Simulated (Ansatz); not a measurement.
B (model structure, started from the C4 type, I4₁32, No. 214, 4 atoms in the cell), treated with PBEsol in Ansatz (plane waves, PAW).

Run with plane-wave cutoff 520 eV, 10×10×10 k mesh, Fermi–Dirac smearing 0.01 eV, scalar-relativistic PAW data made under PBE.

Cell (relaxed at this level):

```cif
data_B4
_chemical_formula_sum 'B4'
_space_group_name_H-M_alt 'P 1'
_space_group_IT_number 1
_cell_length_a 4.01231
_cell_length_b 4.01231
_cell_length_c 4.01231
_cell_angle_alpha 109.471
_cell_angle_beta 109.471
_cell_angle_gamma 109.471
loop_
_space_group_symop_operation_xyz
  'x, y, z'
loop_
_atom_site_label
_atom_site_type_symbol
_atom_site_fract_x
_atom_site_fract_y
_atom_site_fract_z
_atom_site_occupancy
B1 B 0.00000 0.25000 0.50000 1
B2 B 0.25000 0.50000 0.00000 1
B3 B 0.50000 0.00000 0.25000 1
B4 B 0.25000 0.25000 0.25000 1
```

Task: Give the computed band gap, direct gap at Γ and bulk modulus B0.

Result: 
band gap: 1.43 eV (on the SCF k mesh)
direct gap at Γ: 3.11 eV
bulk modulus B0: 110 GPa

Note: the bulk modulus is −V dP/dV from two relaxed cells at ±2 % in volume; the relaxation could raise the start's symmetry but not lower it, so the cell can be a saddle point.

Computed values are for the static lattice.

It cost very roughly 14 core-seconds of CPU time.

A model structure was made by putting elements into a prototype or built by hand; it is no filed structure, need not be a known phase, and can be a saddle point held by its symmetry.

Ansatz is a quantum-chemistry and plane-wave program.
